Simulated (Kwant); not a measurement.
Device: wire with on-site disorder in a In0.53Ga0.47As two-dimensional gas. Effective mass 0.041 mₑ, grid spacing 6.2 nm, hard walls, nominal width 100 nm (17 grid rows, so walls 111.6 nm apart), one parabolic valley, scattering region 100 nm long along x; energies count from the band bottom; Fermi energy swept from 0.00045857 to 0.007683 eV. On-site energies in the scattering region are random, uniform within ±W/2, W = 0.012 eV, averaged over 12 samples.

The device is made up for the run: typed textbook-type constants, with dimensions and the other settings drawn at random.

Kwant, effective-mass tight-binding model on a square grid, one spin, coherent transport at 0 K. Conductance is in e²/h.

How many channels do the leads carry at E = 3.91, 5.17 meV?

The hard-wall thresholds are n² ħ²π²/(2mW²) = n² × 0.736 meV with W = 111.6 nm. √(3.91/0.736) = 2.31, so 2. √(5.17/0.736) = 2.65, so 2.
